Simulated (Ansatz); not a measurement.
The starting structures come from a database of crystals and need not be the phases stable at ambient conditions.

 Where the default PAW files enter, the runs use the earlier of Ansatz's two default sets.

Tunnelling through a barrier is set by its complex band structure: the current falls as exp(−2κd) with the smallest κ.

Given:

```yaml
crystal:
  lattice:
    - [5.61953, 0.00000, 0.00000]
    - [-2.80976, 4.86666, 0.00000]
    - [2.80976, 1.62222, 6.72201]
  atoms:
    - { symbol: Sr, position: [0.40369, 0.20185, 0.39446] }
    - { symbol: Sr, position: [0.59631, 0.79815, 0.60554] }
    - { symbol: Sr, position: [0.00000, 0.00000, 0.00000] }
    - { symbol: V, position: [0.81212, 0.40606, 0.78182] }
    - { symbol: V, position: [0.18788, 0.59394, 0.21818] }
    - { symbol: O, position: [0.03617, 0.76773, 0.69539] }
    - { symbol: O, position: [0.96383, 0.23227, 0.30461] }
    - { symbol: O, position: [0.53688, 0.26844, 0.69539] }
    - { symbol: O, position: [0.46312, 0.73156, 0.30461] }
    - { symbol: O, position: [0.03617, 0.26844, 0.69539] }
    - { symbol: O, position: [0.96383, 0.73156, 0.30461] }
    - { symbol: O, position: [0.35675, 0.67837, 0.96488] }
    - { symbol: O, position: [0.64325, 0.32163, 0.03512] }
```

Space group of this cell: R-3m. The cell is taken as given; by r2SCAN its mean pressure is -1.6 GPa.

Transport runs along the normal of the first two printed cell vectors, the (001) plane of the conventional cell.

The gap is the functional's own. No spin-orbit coupling. Mid-gap values are interpolated on the energy grid.

Question: Compute, with Ansatz (a quantum-chemistry and plane-wave program) with r2SCAN, the band gap and the smallest decay constant κ at mid-gap.

Answer: Gap 4.03 eV on a 8×8×8 mesh; κ = 0.525 1/Å, at the zone centre.
